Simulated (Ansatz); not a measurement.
# Response to strain in SiO2

Take SiO$_{2}$ (space group P3_221, No. 154; a = 4.866 Å, c = 5.365 Å) as the base. Axes: x lies along a and z along c of the hexagonal cell.

Strains are applied to the cell and any free atomic positions relax; under biaxial strain the out-of-plane vector relaxes too.

The values are results of LDA (Ansatz, an electronic-structure program), no SOC, not measurements.

```json
[
 {"case": "base", "out-of-plane strain": "–", "band gap": "5.83 eV", "smallest direct gap": "6.12 eV"},
 {"case": "biaxial strain +0.75 %, plane normal [001], relaxed out of plane", "out-of-plane strain": "-0.16 %", "band gap": "5.78 eV", "smallest direct gap": "6.09 eV"},
 {"case": "biaxial strain +1.50 %, plane normal [001], relaxed out of plane", "out-of-plane strain": "-0.29 %", "band gap": "5.73 eV", "smallest direct gap": "6.07 eV"},
 {"case": "biaxial strain +2.25 %, plane normal [001], relaxed out of plane", "out-of-plane strain": "-0.40 %", "band gap": "5.68 eV", "smallest direct gap": "6.04 eV"},
 {"case": "biaxial strain +3.00 %, plane normal [001], relaxed out of plane", "out-of-plane strain": "-0.49 %", "band gap": "5.64 eV", "smallest direct gap": "6.01 eV"}
]
```

Stability against distortions was not tested.
